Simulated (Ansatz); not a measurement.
Consider CdS in the wurtzite structure (space group P6_3mc, No. 186; a = 4.1636 Å, c = 6.7672 Å). Axes: x lies along a and z along c of the hexagonal cell.

Computed with r2SCAN (Ansatz, a program for electronic structure; PAW; 500 eV plane waves; spin-orbit coupling left out).

Before the change:

| Item | Result |
|---|---|
| Band gap | 1.63 eV |
| Electron mass | 0.15 mₑ along c, 0.16 mₑ across (at Γ) |
| Valence-band top at Γ | 0.00, 0.00, -0.04 eV |

Modification: uniaxial strain ε_xx = −1.52 %, all other strain components held at zero; the atoms relax in the strained cell.

### Question
What does the calculation give for the largest internal atomic displacement, band gap, electron mass, valence-band top at Γ and energy relative to the base after the change?

### Answer
The largest internal atomic displacement is 0.018 Å; the band gap remains 1.63 eV; the electron mass becomes 0.15 mₑ along z, 0.16 mₑ across (at Γ) (base: 0.15 mₑ along c, 0.16 mₑ across (at Γ)); the valence-band top at Γ (three highest levels, from the VBM) changes from 0.00, 0.00, -0.04 eV to 0.00, -0.05, -0.09 eV; the energy goes up by 1.6 meV/atom.

Effective masses come from finite differences of ±0.01 Å⁻¹. Whether these cells are dynamically stable was not tested.
